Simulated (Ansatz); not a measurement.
## Lattice constant a of SnGe3 (model structure, P-4m2, No. 115, 4 atoms in the cell) at several levels of theory

No measured value is used here.

```csv
level (code),value (Å)
LDA (Ansatz),4.126
PBE (Ansatz),?
PBEsol (Ansatz),4.166
```

Q: Some entries are withheld; supply them.

A: 
- PBE (Ansatz, an electronic-structure program), value (Å): 4.232

Ansatz's density-functional and Hartree–Fock values are scalar-relativistic unless marked +SOC, with PAW data made under PBE.

A model structure was made by putting elements into a prototype or built by hand; it is no filed structure, need not be a known phase, and can be a saddle point held by its symmetry.
